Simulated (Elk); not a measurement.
Band structure of GaSb (F-43m, 2 atoms in the cell).

```
CELL_PARAMETERS angstrom
      0.00000     3.14195     3.14195
      3.14195     0.00000     3.14195
      3.14195     3.14195     0.00000
ATOMIC_POSITIONS crystal
  Ga 0.00000 0.00000 0.00000
  Sb 0.75000 0.75000 0.75000
```

Method: PBE, all-electron FP-LAPW, Elk's shipped species files, APW+lo basis with extra local orbitals (Elk).

Settings: xctype = 20; rgkmax = 8; stype = 0; swidth = 0.00367493 Ha; ngridk = 9 9 9; gmaxvr = 14 1/bohr; nxlo = 2; lorbcnd = true; rmtscf = 0.97; lmaxi = 2; maxscl = 100.

The starting cell comes from a database of computed structures (which also holds hypothetical and non-ambient phases and stackings), without a prior relaxation at this level. Its lattice was rescaled by a random factor within 2.5 % of one. Spin-orbit coupling is off. Values depend on the basis (sphere radii, cutoffs, local orbitals), which need not be converged. The run gives no clean gap (levels at the Fermi energy touch, overlap or are partly filled at this smearing), which alone does not show that the compound is a metal.

Levels in eV from the Fermi level, bands 11 to 18:
```json
[
 {"point": "Γ", "11": "-10.98", "12": "-0.56", "13": "-0.03", "14": "-0.03", "15": "-0.03", "16": "2.75", "17": "2.75", "18": "2.75"},
 {"point": "X", "11": "-8.84", "12": "-6.50", "13": "-2.34", "14": "-2.34", "15": "0.96", "16": "1.37", "17": "8.13", "18": "8.13"},
 {"point": "W", "11": "-8.81", "12": "-6.39", "13": "-3.02", "14": "-2.81", "15": "3.35", "16": "4.18", "17": "4.28", "18": "4.74"},
 {"point": "K", "11": "-8.90", "12": "-6.35", "13": "-3.26", "14": "-1.99", "15": "1.43", "16": "3.72", "17": "6.23", "18": "6.48"},
 {"point": "L", "11": "-9.56", "12": "-6.03", "13": "-1.07", "14": "-1.07", "15": "0.21", "16": "3.71", "17": "3.71", "18": "6.50"},
 {"point": "U", "11": "-8.90", "12": "-6.35", "13": "-3.26", "14": "-1.99", "15": "1.43", "16": "3.72", "17": "6.23", "18": "6.48"}
]
```

Bands cross the Fermi level along this path, so the cell is metallic at this level.
